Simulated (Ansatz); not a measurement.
Worked example: self-consistent single point of CuAu (P4mm, 2 atoms in the cell) in Ansatz (a program for electronic structure).

Method of the run: PBEsol, harder PAW files (source: ansatz) made with PBE (plane waves; Ansatz).

```
CuAu
1.0
    2.81400     0.00000     0.00000
    0.00000     2.81400     0.00000
    0.00000     0.00000     3.68835
Cu Au
1 1
Direct
  0.00000   0.00000   0.01356
  0.50000   0.50000   0.50000
```

Reference input (self-consistent single point, DFT, PBEsol, plane waves, default PAW files made with PBE): basis.ecutwfc = 420 eV; kpoints.mp_grid.grid = 12 12 9; hamiltonian.xc = pbesol; hamiltonian.pseudopotentials = {kind: paw} (the program's default PAW files); scf.occupations.method = fermi_dirac; scf.occupations.width = 0.1 eV. This run's input differs from it in these lines:

Ansatz 0.2 input:
```diff
@@ -10,3 +10,3 @@
 basis:
-  ecutwfc: 420.0 eV
+  ecutwfc: 315.0 eV
 kpoints:
@@ -15,3 +15,3 @@
   xc: pbesol
-  pseudopotentials: { kind: paw }
+  pseudopotentials: { kind: paw, source: ansatz }
 scf:
```

Output, abridged:

```
SCF iter   1: F=—  HF=-19603.307644 eV  |F-HF|=—  |Δ(HF+E_count)|=         —  Δρ=2.47e-1  dr2=1.63e1  ethr=3.10e-3  ⟨swp⟩=3.5  Hψ=11386  notcnv=0
all-band conjugate gradients solve this SCF's bands
preconditioner: auto → Kerker (q_TF=auto, 2.851 Å⁻¹)
SCF iter   2: F=—  HF=-19598.231672 eV  |F-HF|=—  |Δ(HF+E_count)|=    5.08e0  Δρ=1.11e-1  dr2=5.49e0  ethr=3.10e-3  ⟨swp⟩=2.0  Hψ=7557  notcnv=0  defer=3
   [... lines left out ...]
SCF iter   6: F=—  HF=-19596.768066 eV  |F-HF|=—  |Δ(HF+E_count)|=   6.61e-4  Δρ=5.57e-4  dr2=1.27e-4  ethr=5.83e-6  ⟨swp⟩=2.1  Hψ=4100  notcnv=0  defer=5
SCF iter   7: F=—  HF=-19596.768029 eV  |F-HF|=—  |Δ(HF+E_count)|=   3.73e-5  Δρ=1.45e-4  dr2=8.68e-6  ethr=3.35e-7  ⟨swp⟩=2.3  Hψ=4439  notcnv=0  defer=5
SCF iter   8: F=—  HF=-19596.768060 eV  |F-HF|=—  |Δ(HF+E_count)|=   3.11e-5  Δρ=5.27e-5  dr2=7.34e-7  ethr=2.28e-8  ⟨swp⟩=2.0  Hψ=4681  notcnv=0  defer=5
SCF iter   9: F=-19596.768060 eV  HF=-19596.768060 eV  |F-HF|=8.65e-8  |Δ(HF+E_count)|=   9.50e-8  Δρ=1.81e-5  dr2=8.76e-8  ethr=2.63e-10  ⟨swp⟩=5.2  Hψ=13483  notcnv=0
SCF 1 converged in 9 iterations: F = -19596.768060 eV  dr2 = 8.76e-8
Free energy (F): -19596.768060 eV
Internal energy: -19596.749359 eV  (E = F + TS)
E sigma→0 (E₀):  -19596.758709 eV
Entropy (-TS):   -0.018701 eV (-9.351 meV/atom)
Fermi energy:    18.731930 eV
--- Forces (eV/Å), atoms counted from 1 ---
  atom   1  Cu    -0.00000000     0.00000000    -0.59946813
  atom   2  Au    -0.00000000     0.00000000     0.59951786
--- Stress (GPa, compression-positive) ---
       -8.615644       0.000000       0.000000
        0.000000      -8.615644       0.000000
        0.000000       0.000000      -9.602249
  P = ⅓ Tr σ = -8.9445 GPa (-89.445 kbar)
  The stress holds the Pulay correction. Without it, at fixed plane waves, as pw.x and ABINIT print it: P = -814.5971 GPa
```

The run converged in 9 iterations. Against the reference run the pressure goes from -4.00 to -8.94 GPa and the largest force goes from 0.313 to 0.600 eV/Å.

The starting cell has typed, rounded lattice constants, without a prior relaxation at this level. Its lattice was rescaled by up to half a per cent. One atom was moved a little off its site on purpose. Spin polarisation is off. Ansatz's pressure includes its estimate of the finite-basis (Pulay) stress. Without the estimate this run gives -814.60 GPa. The cutoff lies below the one recommended for these files.
